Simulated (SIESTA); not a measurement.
# Worked example: self-consistent single point of In3Ge (P6_3/mmc, 8 atoms in the cell) in SIESTA

Method: GGA PBEsol, numerical atomic orbitals TZP, PseudoDojo PBEsol standard norm-conserving potentials (rewritten from UPF to PSML) in SIESTA.

Input:

```
# files in the folder: In.psml Ge.psml (PseudoDojo PBEsol standard)
SystemName  In3Ge
SystemLabel in3ge

NumberOfAtoms                8
NumberOfSpecies              2
%block ChemicalSpeciesLabel
  1 49 In
  2 32 Ge
%endblock ChemicalSpeciesLabel
LatticeConstant              1.0 Bohr
%block LatticeVectors
    12.406838134    0.000000000    0.000000000
    -6.203419067   10.744638814    0.000000000
     0.000000000    0.000000000    9.856403285
%endblock LatticeVectors
AtomicCoordinatesFormat      ScaledCartesian
%block AtomicCoordinatesAndAtomicSpecies
     3.189239777    1.841308754    7.392302464  1
     3.014179291    8.903330061    2.464100821  1
     0.000000000    3.682617507    2.464100821  1
     6.203419067    7.062021307    7.392302464  1
     9.217598358    1.841308754    7.392302464  1
    -3.014179291    8.903330061    2.464100821  1
     6.203425271    3.581542690    2.464100821  2
    -0.000006203    7.163096125    7.392302464  2
%endblock AtomicCoordinatesAndAtomicSpecies

XC.functional                GGA
XC.authors                   PBEsol
PAO.BasisSize                TZP
PAO.EnergyShift              0.01 Ry
MeshCutoff                   350 Ry
%block kgrid.MonkhorstPack
    3   0   0  0.0
    0   3   0  0.0
    0   0   4  0.0
%endblock kgrid.MonkhorstPack
OccupationFunction           MP
OccupationMPOrder            0
ElectronicTemperature        200.0 meV

MaxSCFIterations             150
SCF.Mixer.Method             Pulay
SCF.Mixer.Weight             0.2
SCF.Mixer.History            6
SCF.DM.Tolerance             1.0E-05
Diag.ParallelOverK           true
WriteForces                  true
```

Log, with long lists cut:

```
reinit: Reading from file input.fdf

reinit: System Name: In3Ge
reinit: System Label: in3ge

coor:   Atomic-coordinates input format  =     Cartesian coordinates
coor:                                          (in units of alat)

siesta: Atomic coordinates (Bohr) and species
siesta:      3.18924   1.84131   7.39230  1        1
siesta:      3.01418   8.90333   2.46410  1        2
siesta:      0.00000   3.68262   2.46410  1        3
siesta:      6.20342   7.06202   7.39230  1        4
siesta:      9.21760   1.84131   7.39230  1        5
siesta:     -3.01418   8.90333   2.46410  1        6
siesta:      6.20343   3.58154   2.46410  2        7
siesta:     -0.00001   7.16310   7.39230  2        8

siesta: System type = bulk

initatomlists: Number of atoms, orbitals, and projectors:      8   176   144

siesta: ******************** Simulation parameters ****************************
redata: Spin configuration                          = none
redata: Time-Reversal Symmetry                      = T
redata: Number of Atomic Species                    =        2
redata: Mesh Cutoff                                 =   350.0000 Ry
redata: Net charge of the system                    =     0.0000 |e|
redata: Min. number of SCF Iter                     =        0
redata: Max. number of SCF Iter                     =      150
redata: SCF convergence failure will abort job
redata: SCF mix quantity                            = Hamiltonian
redata: Mix DM or H after convergence               =   F
redata: Recompute H after scf cycle                 =   F
redata: Mix DM in first SCF step                    =   T
redata: No kicks to SCF
redata: DM Mixing Weight for Kicks                  =     0.5000
redata: Require Harris convergence for SCF          =   F
redata: Harris energy tolerance for SCF             =     0.000100 eV
redata: Require DM convergence for SCF              =   T
redata: DM tolerance for SCF                        =     0.000010
redata: Require EDM convergence for SCF             =   F
redata: EDM tolerance for SCF                       =     0.001000 eV
redata: Require H convergence for SCF               =   T
redata: Hamiltonian tolerance for SCF               =     0.001000 eV
redata: Require (free) Energy convergence for SCF   =   F
redata: (free) Energy tolerance for SCF             =     0.000100 eV
redata: Using DFT-D3 dispersion                     =   F
redata: Using Saved Data (generic)                  =   F
redata: Method of Calculation                       = Diagonalization
redata: Electronic Temperature                      =  2320.9036 K
redata: Number of TDED substeps                     =        3
redata: Dynamics option                             = Single-point calculation
redata: Save all siesta data in one NC              =   F
redata: ***********************************************************************

%block SCF.Mixers
  Pulay
%endblock SCF.Mixers

%block SCF.Mixer.Pulay
  # Mixing method
  method pulay
  variant stable

  # Mixing options
  weight 0.2000
  weight.linear 0.2000
  history 6
%endblock SCF.Mixer.Pulay

DM_history_depth set to one: no extrapolation allowed by default for geometry relaxation
Size of DM history Fstack: 1
Total number of electrons:   106.000000
Total ionic charge:   106.000000

* ProcessorY, Blocksize:    1  64

* Orbital distribution balance (max,min):   176   176

k-point displ. along   3 input, could be:     0.00    0.50
 Kpoints in:           24 . Kpoints trimmed:           20

siesta: k-grid: Number of k-points = 20
siesta: k-points from Monkhorst-Pack grid
siesta: k-cutoff (effective) =     9.848 Ang
siesta: k-point supercell and displacements
siesta: k-grid:     3     0     0      0.000
siesta: k-grid:     0     3     0      0.000
siesta: k-grid:     0     0     4      0.000

diag: Algorithm                                     = D&C
diag: Parallel over k                               =   F
diag: Use parallel 2D distribution                  =   F
diag: Parallel block-size                           = 64
diag: Parallel distribution                         =     1 x     1
diag: Used triangular part                          = Lower
diag: Absolute tolerance                            =  0.100E-15
diag: Orthogonalization factor                      =  0.100E-05
diag: Memory factor                                 =  1.0000

superc: Internal auxiliary supercell:     5 x     5 x     5  =     125
superc: Number of atoms, orbitals, and projectors:   1000  22000  18000

                        Single-point calculation

superc: Internal auxiliary supercell:     5 x     5 x     5  =     125
superc: Number of atoms, orbitals, and projectors:   1000  22000  18000

outcell: Unit cell vectors (Ang):
        6.565416    0.000000    0.000000
       -3.282708    5.685818    0.000000
        0.000000    0.000000    5.215784

outcell: Cell vector modules (Ang)   :    6.565416    6.565417    5.215784
outcell: Cell angles (23,13,12) (deg):     90.0000     90.0000    120.0000
outcell: Cell volume (Ang**3)        :    194.7040
new_DM -- step:     1
Initializing Density Matrix...

Attempting to read DM from file... Failed...
DM filled with atomic data:

InitMesh: MESH = 64 x 64 x 60 = 245760
InitMesh: Mesh cutoff (required, used) =   350.000   350.168 Ry

stepf: Methfessel-Paxton step function
       Using Hermite-Gauss polynomials of order  0

        iscf     Eharris(eV)        E_KS(eV)     FreeEng(eV)     dDmax    Ef(eV) dHmax(eV)
   scf:    1   -15665.465457   -15669.961570   -15670.084414  0.927828 -3.295853  3.893062
   scf:    2   -15672.137249   -15671.144038   -15671.284970  0.092399 -3.324947  2.458780
   scf:    3   -15672.269003   -15671.756250   -15671.900257  0.090919 -3.397521  1.223310
   scf:    4   -15672.037930   -15671.924346   -15672.068877  0.068419 -3.487301  0.282291
   scf:    5   -15671.924562   -15671.925143   -15672.071147  0.011088 -3.500065  0.056361
   scf:    6   -15671.925266   -15671.925250   -15672.071278  0.002080 -3.502211  0.013280
   scf:    7   -15671.925056   -15671.925178   -15672.071321  0.000923 -3.502835  0.003744
   scf:    8   -15671.925232   -15671.925206   -15672.071324  0.000209 -3.503158  0.003361
   scf:    9   -15671.925213   -15671.925210   -15672.071325  0.000183 -3.503061  0.000271
   scf:   10   -15671.925213   -15671.925212   -15672.071325  0.000005 -3.503071  0.000212

SCF Convergence by DM+H criterion
max |DM_out - DM_in|         :     0.0000050868
max |H_out - H_in|      (eV) :     0.0002119694
SCF cycle converged after 10 iterations

Using DM_out to compute the final energy and forces

siesta: E_KS(eV) =           -15671.9252

siesta: E_KS - E_eggbox =    -15671.9252

siesta: Atomic forces (eV/Ang):
     1    0.023710    0.013700    0.000000
     2   -0.023710   -0.013700    0.000000
     3    0.000010    0.027384   -0.000000
     4   -0.000010   -0.027384    0.000000
     5   -0.023761    0.013718    0.000000
     6    0.023761   -0.013718    0.000000
     7   -0.000082    0.000048    0.000000
     8    0.000082   -0.000047   -0.000000
   Tot   -0.000000    0.000000    0.000000
   Max    0.027384
   Res    0.013701    sqrt( Sum f_i^2 / 3N )
   Max    0.027384    constrained

Stress tensor Voigt[x,y,z,yz,xz,xy] (kbar):       38.92       39.27      -46.21       -0.00       -0.00        0.30
(Free)E + p*V (eV/cell)   -15673.3665
Target enthalpy (eV/cell)   -15672.0713

siesta: Program's energy decomposition (eV):
siesta: Ebs     =     -1860.914276
siesta: Eions   =     18114.928440
siesta: Ena     =      1265.508730
siesta: Ekin    =     10431.517488
siesta: Enl     =     -4947.870957
siesta: Eso     =         0.000000
siesta: Edftu   =         0.000000
siesta: DEna    =        98.039110
siesta: DUscf   =         2.581940
siesta: DUext   =         0.000000
siesta: Ex      =     -4127.559291
siesta: Ec      =      -279.213792
siesta: Exc     =     -4406.773083
siesta: Eharris =    -15671.925213
siesta: Etot    =    -15671.925212
siesta: FreeEng =    -15672.071325

siesta: Stress tensor (static) (eV/Ang**3):
siesta:     0.024291    0.000189   -0.000000
siesta:     0.000189    0.024510   -0.000000
siesta:    -0.000000   -0.000000   -0.028845

siesta: Cell volume =        194.703967 Ang**3

siesta: Pressure (static):
siesta:                Solid            Molecule  Units
siesta:          -0.00007245         -0.00006679  Ry/Bohr**3
siesta:          -0.00665213         -0.00613265  eV/Ang**3
siesta:         -10.65788333         -9.82559643  kBar
```

The run converged in 10 iterations.

The starting cell comes from a database of computed structures (which also holds hypothetical and non-ambient phases and stackings), without a prior relaxation at this level. Its lattice was rescaled by a random factor within 2.5 % of one. Values carry the incompleteness of an atom-centred basis.

Cost on one core of a shared machine: roughly 60 s.
